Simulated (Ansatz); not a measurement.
Cost against accuracy: basis.ecutwfc for CuAu (P4/mmm, 2 atoms in the cell)

```xyz
2
Lattice="2.8581 0.0000 0.0000 0.0000 2.8581 0.0000 0.0000 0.0000 3.5909" Properties=species:S:1:pos:R:3 pbc="T T T"
Cu     1.4291     1.4291     1.7955
Au     0.0000     0.0000     0.0000
```

Computed with PBE, PAW files (plane waves; Ansatz, an electronic-structure program).

Base settings: basis.ecutwfc = 420 eV; kpoints.mp_grid.grid = 8 8 6; hamiltonian.xc = pbe; hamiltonian.pseudopotentials = {kind: paw} (an earlier, softer set of the program's PAW files); scf.occupations.method = fermi_dirac; scf.occupations.width = 0.1 eV.

Misses are taken against the tightest run, 840 eV, which need not be fully converged itself. The energy is the free energy per atom.

The count of work is k-points × plane waves × bands × iterations; it is no time, and leaves out set-up, grids and terms that scale otherwise. 

Ansatz's pressure holds its estimate of the finite-basis (Pulay) stress, which hides part of the cutoff error; the uncorrected pressure shows it.

The starting cell comes from a database of computed structures (which also holds hypothetical and non-ambient phases and stackings), without a prior relaxation at this level. Its lattice was rescaled by a random factor within 2.5 % of one. Spin polarisation is off. In the base run, with a pressure of about 4 GPa the cell is away from its equilibrium volume at this level. Ansatz's pressure includes its estimate of the finite-basis (Pulay) stress.

| basis.ecutwfc | energy less reference (meV/atom) | pressure less reference (GPa) | uncorrected pressure less reference (GPa) | count of work / reference |
|---|---|---|---|---|
| 170 eV | 25901.78 | -33.67 | -1154.67 | 0.078 |
| 210 eV | 6281.06 | -2.34 | -357.34 | 0.12 |
| 250 eV | 1233.87 | 6.69 | -93.21 | 0.14 |
| 295 eV | 142.86 | 0.57 | -15.59 | 0.20 |
| 335 eV | 14.80 | 0.04 | -1.96 | 0.23 |
| 380 eV | 3.63 | 0.04 | -0.04 | 0.32 |
| 420 eV | 2.54 | 0.03 | -0.08 | 0.32 |
| 485 eV | 0.59 | 0.01 | -0.04 | 0.40 |
| 545 eV | 0.22 | 0.00 | 0.00 | 0.52 |
| 630 eV | 0.11 | 0.00 | 0.00 | 0.64 |
| 735 eV | 0.06 | 0.00 | 0.00 | 0.82 |
| 840 eV | 0.00 | 0.00 | 0.00 | 1.0 |

Coarsest setting among those run that, with all tighter ones, holds the energy within 20 meV/atom of the reference: 335 eV, off by 15 meV/atom; it needs 0.23 of the reference's count of work.

Coarsest setting among those run that, with all tighter ones, holds the energy within 1 meV/atom of the reference: 485 eV, off by 0.59 meV/atom; it needs 0.40 of the reference's count of work.

The step from 250 eV to 380 eV: it takes the miss in the energy from 1200 to 3.6 meV/atom, for 2.3 times the count of work.

Keys are those of Ansatz 0.2.
